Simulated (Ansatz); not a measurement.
```xyz
2
Lattice="3.9954 0.0000 0.0000 0.0000 3.9954 0.0000 1.9977 -1.9977 2.8003" Properties=species:S:1:pos:R:3 pbc="T T T"
Ge     0.0000     0.0000     0.0000
Ge     3.9954     1.9977     1.4001
```

No spin polarisation.

The values are results of LDA (Ansatz, an electronic-structure program, PAW, without spin-orbit coupling), not measurements. Γ-centred 14×14×14 mesh, Fermi–Dirac width 0.05 eV.

Task: What is the computed space group?

Result: I4_1/amd (No. 141).

Task: What pressure (mean of the normal stresses, compression positive) does the calculation give?

Result: -0.4 GPa.

The cells carry an imposed strain or load. Stability against distortions was not tested. The cell was made from Ge in the diamond structure (space group Fd-3m, No. 227) by this change: biaxial strain +0.50 %, plane normal [001], relaxed out of plane.
